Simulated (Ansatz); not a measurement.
A computed series for SnO2: response to strain

The parent structure is SnO2 in the rutile structure (space group P4_2/mnm, No. 136; a = 4.769 Å, c = 3.212 Å). Axes: x, y, z lie along a, b, c of the conventional cell.

Strains are applied to the cell and any free atomic positions relax; under biaxial strain the out-of-plane vector relaxes too.

The values are results of PBEsol/PAW in Ansatz (a program for electronic structure), no spin-orbit coupling, not measurements.

Notes on the quantities. in-plane stress: mean in-plane stress (compression positive).

```tsv
case	ratio −ε⊥/ε∥	band gap	in-plane stress
base	–	0.92 eV	–
biaxial strain +0.60 %, plane normal [001], relaxed out of plane	–	0.87 eV	-1.7 GPa
biaxial strain +1.20 %, plane normal [001], relaxed out of plane	0.67	0.82 eV	-3.3 GPa
biaxial strain +1.80 %, plane normal [001], relaxed out of plane	0.66	0.77 eV	-4.9 GPa
biaxial strain +2.40 %, plane normal [001], relaxed out of plane	0.64	0.73 eV	-6.3 GPa
biaxial strain +3.00 %, plane normal [001], relaxed out of plane	0.63	0.69 eV	-7.7 GPa
```

Stability against distortions was not tested.
